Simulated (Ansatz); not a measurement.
The parent structure is ZrO$_{2}$ in the fluorite structure (space group Fm-3m, No. 225; a = 5.116 Å).

Modification: the cell is scaled by 1.0538 in all directions; the atoms relax in the strained cell.

Levels (all Ansatz, a quantum-chemistry and plane-wave program, PAW): PBE (420 eV, spin-orbit coupling left out); r2SCAN (500 eV, no SOC).

The geometry is relaxed with PBE.

| Quantity | Value |
|---|---|
| PBE electron mass | 0.64, 2.5 mₑ (at Γ) |
| PBE lowest conduction level above the VBM at special points | Γ 2.86 eV; X 3.19 eV; L 3.32 eV; K 3.36 eV |
| PBE pressure | -265.9 kbar |

### Question
How does going to r2SCAN change the electron mass, lowest conduction level above the VBM at special points and pressure?

### Answer
The electron mass (degenerate bands, along [100]) goes from 0.64, 2.5 mₑ (at Γ) to 0.69, 2.5 mₑ (at Γ); the lowest conduction level above the VBM at special points becomes Γ 3.32 eV; X 3.63 eV; L 3.76 eV; K 3.78 eV (PBE: Γ 2.86 eV; X 3.19 eV; L 3.32 eV; K 3.36 eV); the pressure decreases by 43.25 kbar, from -265.9 kbar to -309.1 kbar.

Single points use the geometry relaxed with PBE. Their cutoffs differ, which shifts pressures a little. The levels and masses belong to the bands next to the band gap. Masses are band curvatures over ±0.01 Å⁻¹ around the edge. Whether these cells are dynamically stable was not tested. This is not the structure that ZrO2 has at room temperature and ambient pressure.
